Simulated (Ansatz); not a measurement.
**A computed series for W: response to strain**

Consider W in the bcc (W type) structure (space group Im-3m, No. 229; a = 3.154 Å; relaxed with 0.1 eV smearing). Axes: x, y, z lie along the cube axes.

Strains are applied to the cell and any free atomic positions relax; under biaxial strain the out-of-plane vector relaxes too.

Calculations: PBEsol (Ansatz, a program for electronic structure, PAW, no spin-orbit coupling).

Candidates:
(a) biaxial strain +1.50 %, plane normal [001], relaxed out of plane
(b) biaxial strain −2.00 %, plane normal [001], relaxed out of plane
(c) biaxial strain −0.50 %, plane normal [001], relaxed out of plane

Notes on the quantities. energy relative to the base: free energy F.

### Question
Order them by energy relative to the base, highest first.

### Answer
(b) biaxial strain −2.00 %, plane normal [001], relaxed out of plane (+24 meV/atom), (a) biaxial strain +1.50 %, plane normal [001], relaxed out of plane (+13 meV/atom), (c) biaxial strain −0.50 %, plane normal [001], relaxed out of plane (+1.5 meV/atom)

No phonon test of stability was made. The final runs are not spin-polarised.
